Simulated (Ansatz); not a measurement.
## How far PBE and PBEsol part for hypothetical fluorite ZrSe2, Se → Ru

Consider ZrSe2 in the fluorite structure (space group Fm-3m, No. 225; a = 6.597 Å; a hypothetical phase, not in the database extracts checked).

(Cell as relaxed with PBE.)

Levels (all Ansatz, a program for electronic structure, PAW, earlier PAW set): PBE (420 eV, no spin-orbit coupling); PBEsol (420 eV, without spin-orbit coupling).

Each level relaxes its own structure.

```csv
base,PBE,PBEsol
volume per atom,23.92 Å³,22.97 Å³
lattice parameter a,12.466 bohr,12.298 bohr
band gap,zero,zero
```

The change: every Se is replaced by Ru; the structure is relaxed again.

```csv
quantity,PBE,PBEsol
band gap,zero,?
volume per atom,18.97 Å³,?
```

Task: Predict the PBEsol column.

Result: 
- band gap, PBEsol: zero
- volume per atom, PBEsol: 18.19 Å³

PBE's volume per atom lies 0.78 Å³ above PBEsol's (4.3 %); the two agree on the band gap. Neither level is exact; PBEsol is the comparison here, not a measurement.

Stability against distortions was not tested. As relaxed here, ZrRu2 is a hypothetical phase, not in the database extracts checked. The final runs are not spin-polarised.
